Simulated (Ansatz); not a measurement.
Structure of amorphous Si₃₀C₁₈N₁₆ (periodic cell):

```
C9N8Si15
1.0
    9.22363     0.00000     0.00000
    0.00000     9.22363     0.00000
    0.00000     0.00000     9.22363
Si C N
30 18 16
Direct
  0.40335   0.59988   0.15873
  0.78384   0.05977   0.62121
  0.63721   0.82097   0.57954
  0.18137   0.54627   0.73817
  0.32646   0.66709   0.90187
  0.28135   0.00089   0.81021
  0.48592   0.87395   0.34715
  0.23422   0.87746   0.10684
  0.02158   0.04578   0.24524
  0.16467   0.75360   0.35732
  0.28127   0.15885   0.38501
  0.00903   0.47614   0.98946
  0.75704   0.87647   0.22712
  0.96854   0.50227   0.51705
  0.48262   0.04689   0.09567
  0.54629   0.51627   0.70637
  0.04105   0.11338   0.59001
  0.92612   0.94295   0.77589
  0.94728   0.51043   0.21992
  0.16906   0.19174   0.08439
  0.64965   0.81598   0.93077
  0.84609   0.62617   0.77204
  0.40947   0.39937   0.52070
  0.69857   0.60447   0.05516
  0.74454   0.21834   0.20075
  0.56240   0.13178   0.76506
  0.30792   0.75017   0.60642
  0.67691   0.46759   0.35330
  0.00311   0.73868   0.04214
  0.26161   0.45538   0.31004
  0.06245   0.85734   0.20757
  0.34567   0.77824   0.24214
  0.15124   0.34575   0.78294
  0.80791   0.48806   0.91982
  0.12490   0.32053   0.93122
  0.46096   0.07715   0.30275
  0.70876   0.62851   0.61998
  0.30604   0.23483   0.59070
  0.72011   0.35792   0.88658
  0.55256   0.88892   0.77277
  0.29666   0.04453   0.01430
  0.57194   0.19880   0.31756
  0.69625   0.24829   0.00333
  0.15259   0.26788   0.64736
  0.39301   0.83165   0.78745
  0.55203   0.32014   0.40109
  0.08476   0.55868   0.35682
  0.58547   0.15815   0.96838
  0.45491   0.80816   0.51613
  0.00364   0.59480   0.67691
  0.37915   0.13745   0.70240
  0.77835   0.54925   0.49571
  0.83930   0.69353   0.15737
  0.82449   0.37703   0.27471
  0.10191   0.98746   0.73915
  0.86684   0.79626   0.88271
  0.17470   0.77016   0.96777
  0.61775   0.90229   0.09575
  0.83626   0.05326   0.22899
  0.58648   0.54743   0.19449
  0.24122   0.28168   0.24169
  0.67005   0.83736   0.38124
  0.10902   0.07700   0.41429
  0.63602   0.34628   0.77033
```

Methods: PBE, scalar-relativistic without spin-orbit coupling (Ansatz, a quantum-chemistry and plane-wave program); r2SCAN, scalar-relativistic without spin-orbit coupling (Ansatz); HSE06, scalar-relativistic without spin-orbit coupling (Ansatz). Neutral PBE cell, which sets geometry, pressure and energy: sampling: a 2×2×2 Γ-centred mesh; Fermi-Dirac width 0.02 eV; no spin polarisation. Exact exchange is cut at the faces of this 9 Å cell, which leaves hybrid gaps a finite-size error.

Preparation: random packing, a CHGNet melt and quench, and a DFT relaxation. N atoms were pushed apart under 1.9 Å during the dynamics, to hinder bonds among them. The hot cell started wider than the set density and was brought back towards it in steps. It is the lowest in DFT energy of 2 quenches. It is a model cell: composition and starting density were chosen by hand, and all elements were melted together. No dispersion term was used. Its density started from a set value of 2.53 and ended at 2.71 g/cm³. The quench (nominally 400 K/ps over its main leg) was far faster than any real one, so the model tends to hold more defects than a real film. A cell of this size samples the disorder only roughly. The volume was free in the relaxation, at fixed shape.

Give the pressure, the energy against reference phases and the spacing of the highest filled and lowest empty levels.


| Quantity | Result |
|---|---|
| Pressure on a 2×2×2 Γ-centred mesh | -0.11 GPa |
| Largest force and stress component on that mesh (the relaxation ran on the zone centre alone) | 0.44 eV/Å and 2.2 GPa |
| Energy relative to 6H silicon carbide + beta Si3N4 (lowest mix at this level among the phases computed, not always the ambient ones) | 0.655 eV/atom |
| Gap on a 2×2×2 Γ-centred mesh (PBE) | 0.53 eV |
| Gap at the zone centre (PBE) | 0.64 eV |
| Gap at the zone centre (r2SCAN) | 0.76 eV |
| Gap at the zone centre (HSE06) | 1.31 eV |
| Distance between the nearest levels spread over more than a fifth of the atoms or a third of the atoms of their main element (six at least) (PBE, zone centre) | 0.64 eV |

At PBE and the zone centre, how localised are the states just below and above the Fermi level (participation number: the atoms over which a state spreads)?

The highest filled state is spread over 21.0 atoms' worth, largest on Si16, with weights by element (charge in smoothed Voronoi cells) Si 0.57, C 0.23, N 0.20. The lowest empty state is spread over 13.1 atoms' worth, largest on C48, with weights by element (charge in smoothed Voronoi cells) C 0.52, Si 0.31, N 0.17.

Cut-offs for bonds: Si-Si 2.60 Å, Si-C 2.19 Å, Si-N 2.24 Å, C-C 1.78 Å, C-N 1.76 Å, N-N 1.70 Å. Two cations that share two anions don't count as bonded, nor two that share one unless they lie closer than Si-Si 2.38 Å, Si-C 2.00 Å, C-C 1.63 Å.

Added carriers, by PBE, scalar-relativistic without spin-orbit coupling run with Ansatz on the zone centre alone. Charged cells keep the cell fixed and stand in a uniform background, with no image correction, at a width of 0.01 eV; where the count is odd the moment is locked at 1 μB, unless the neutral cell bore moments. Each starts from the undistorted neutral geometry alone. PBE's self-interaction favours spread-out carriers, so it can miss traps that a hybrid finds.

What happens at PBE when the cell takes an extra electron and the atoms relax?

Relaxation lowers the charged cell by 0.24 eV. The largest moves are Si26 0.35 Å, C40 0.23 Å, N64 0.12 Å, C48 0.10 Å. The level that holds the added charge spreads over 15.2 atoms' worth, most on C48 (weight 0.17): a partly localised carrier. No bond crosses its cut-off with a change of over 0.15 Å. Made neutral again at that geometry, the cell lies +0.19 eV from the neutral start (a closed shell was imposed there, with levels 0.26 eV apart, so this is an upper bound).

What happens at PBE when the cell takes a hole and the atoms relax?

Relaxation lowers the charged cell by 0.20 eV. The largest moves are Si14 0.50 Å, C44 0.17 Å, N52 0.14 Å, N49 0.10 Å. The level that was emptied spreads over 15.6 atoms' worth, most on C44 (weight 0.20): a partly localised carrier. No bond crosses its cut-off with a change of over 0.15 Å. Made neutral again at that geometry, the cell lies +0.35 eV from the neutral start (a closed shell was imposed there, with levels 0.20 eV apart, so this is an upper bound).

A PBE run started with 1 μB on atoms that lack a bond or may hold spare charge lost its moments; other starts weren't tried.
